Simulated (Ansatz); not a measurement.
Response to strain in InP

The parent structure is InP in the zinc blende structure (space group F-43m, No. 216; a = 5.878 Å). Axes: x, y, z lie along the cube axes.

Strains are applied to the cell and any free atomic positions relax.

Method: PBEsol in Ansatz (plane waves to 420 eV, PAW, scalar-relativistic without spin-orbit coupling).

Notes on the quantities. energy relative to the base: free energy F.

```csv
uniaxial strain ε_zz (%),energy relative to the base (meV/atom)
-3,6.9
-2.5,4.8
-2,3.0
-1.5,1.7
-1,?
-0.5,0.2
0,0.0
```

### Question
Fit ΔE = Aε² + Bε³ (ε in %) to the rows shown and predict the withheld row.

### Answer
Least squares on the printed values gives A = 0.738 and B = -0.0098 meV/atom (largest residual 0.0 meV/atom); this predicts 0.7 meV/atom, and the run gives 0.8 meV/atom, in agreement.

Stability against distortions was not tested.

Ansatz is a first-principles code.
